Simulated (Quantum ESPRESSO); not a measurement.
Several settings converged on HfC (I4mm, 2 atoms in the cell)

```xyz
2
Lattice="0.0000 2.3316 2.3316 2.3316 0.0000 2.3316 2.3316 2.3316 0.0000" Properties=species:S:1:pos:R:3 pbc="T T T"
Hf     0.0000     0.0000     0.0500
C      2.3316     2.3316     2.3316
```

Base method: LDA (PZ), PSlibrary PAW (LDA) pseudopotentials (plane waves; Quantum ESPRESSO).

Base settings: ecutwfc = 55 Ry; ecutrho = 495 Ry; occupations = smearing; smearing = fermi-dirac; degauss = 0.0073499 Ry; potentials = {Hf: Hf.pz-spn-kjpaw_psl.1.0.0.UPF, C: C.pz-n-kjpaw_psl.1.0.0.UPF}; K_POINTS = automatic 7 7 7 0 0 0; conv_thr = 1e-10 Ry; mixing_beta = 0.4.

The count of work is k-points × plane waves × bands × iterations; it is no time. Core times come from one kind of shared machine, to one figure; runs under 30 s give none.

**Shifted k-point meshes**

Only quantities that move along the ladder and can be compared are tabulated.

```tsv
K_POINTS	free energy less the last step's (meV/atom)	pressure (GPa)	largest difference of a force vector from the last step's (eV/Å)	count of work / last	core time / last (rough)
automatic 2 2 2 1 1 1	-53.47	-15.50	0.208	0.0023	–
automatic 4 4 4 1 1 1	18.46	-15.97	0.031	0.017	–
automatic 6 6 6 1 1 1	3.94	-16.11	0.024	0.053	0.07
automatic 8 8 8 1 1 1	0.30	-16.16	0.002	0.12	0.2
automatic 10 10 10 1 1 1	-0.28	-16.19	0.003	0.23	0.2
automatic 16 16 16 1 1 1	0.00	-16.19	0.000	1.0	1
```

Coarsest K_POINTS that holds the free energy within 2 meV/atom of the last step, with all finer ones: automatic 8 8 8 1 1 1, at 0.12 of the last step's count of work and about 0.2 of the last step's time; the step before is off by 3.9 meV/atom.

Coarsest K_POINTS that holds the pressure within 0.5 GPa of the last step, with all finer ones: automatic 4 4 4 1 1 1, at 0.017 of the last step's count of work; the step before is off by 0.69 GPa.

Coarsest K_POINTS that holds the forces within 0.02 eV/Å of the last step, with all finer ones: automatic 8 8 8 1 1 1, at 0.12 of the last step's count of work and about 0.2 of the last step's time; the step before is off by 0.024 eV/Å.

**The k-point mesh at a smearing width of 0.3 eV**

In this ladder: degauss = 0.02205 Ry.

Only quantities that move along the ladder and can be compared are tabulated.

| K_POINTS | free energy less the last step's (meV/atom) | pressure (GPa) | largest difference of a force vector from the last step's (eV/Å) | count of work / last | core time / last (rough) |
|---|---|---|---|---|---|
| automatic 4 4 4 0 0 0 | 16.11 | -16.15 | 0.008 | 0.011 | – |
| automatic 6 6 6 0 0 0 | 3.48 | -15.92 | 0.000 | 0.034 | – |
| automatic 9 9 9 0 0 0 | 0.35 | -15.98 | 0.001 | 0.071 | 0.08 |
| automatic 13 13 13 0 0 0 | 0.01 | -15.99 | 0.000 | 0.18 | 0.2 |
| automatic 24 24 24 0 0 0 | 0.00 | -15.99 | 0.000 | 1.0 | 1 |

Coarsest K_POINTS that holds the free energy within 5 meV/atom of the last step, with all finer ones: automatic 6 6 6 0 0 0, at 0.034 of the last step's count of work; the step before is off by 16 meV/atom.

Coarsest K_POINTS that holds the pressure within 0.05 GPa of the last step, with all finer ones: automatic 9 9 9 0 0 0, at 0.071 of the last step's count of work and about 0.08 of the last step's time; the step before is off by 0.08 GPa.

Coarsest K_POINTS that holds the forces within 0.005 eV/Å of the last step, with all finer ones: automatic 6 6 6 0 0 0, at 0.034 of the last step's count of work; the step before is off by 0.008 eV/Å.

**The mesh under tetrahedron occupations**

In this ladder: occupations = tetrahedra_opt; smearing = default; degauss = default.

Only quantities that move along the ladder and can be compared are tabulated.

| K_POINTS | free energy less the last step's (meV/atom) | pressure (GPa) | largest difference of a force vector from the last step's (eV/Å) | count of work / last | core time / last (rough) |
|---|---|---|---|---|---|
| automatic 5 5 5 0 0 0 | 39.34 | -15.71 | 0.321 | 0.015 | – |
| automatic 6 6 6 0 0 0 | 18.14 | -16.05 | 0.153 | 0.041 | – |
| automatic 8 8 8 0 0 0 | 6.95 | -16.17 | 0.067 | 0.055 | – |
| automatic 12 12 12 0 0 0 | 1.42 | -16.19 | 0.018 | 0.15 | 0.2 |
| automatic 18 18 18 0 0 0 | 0.22 | -16.20 | 0.003 | 0.51 | 0.5 |
| automatic 23 23 23 0 0 0 | 0.00 | -16.20 | 0.000 | 1.0 | 1 |

Coarsest K_POINTS that holds the free energy within 2 meV/atom of the last step, with all finer ones: automatic 12 12 12 0 0 0, at 0.15 of the last step's count of work and about 0.2 of the last step's time; the step before is off by 7.0 meV/atom.

Coarsest K_POINTS that holds the pressure within 0.1 GPa of the last step, with all finer ones: automatic 8 8 8 0 0 0, at 0.055 of the last step's count of work; the step before is off by 0.15 GPa.

Coarsest K_POINTS that holds the forces within 0.02 eV/Å of the last step, with all finer ones: automatic 12 12 12 0 0 0, at 0.15 of the last step's count of work and about 0.2 of the last step's time; the step before is off by 0.067 eV/Å.

On the base run: the starting cell has typed, rounded lattice constants, without a prior relaxation at this level. Its lattice was rescaled by up to half a per cent. One atom was moved a little off its site on purpose. In the base run, with a pressure of about -16 GPa the cell is away from its equilibrium volume at this level.
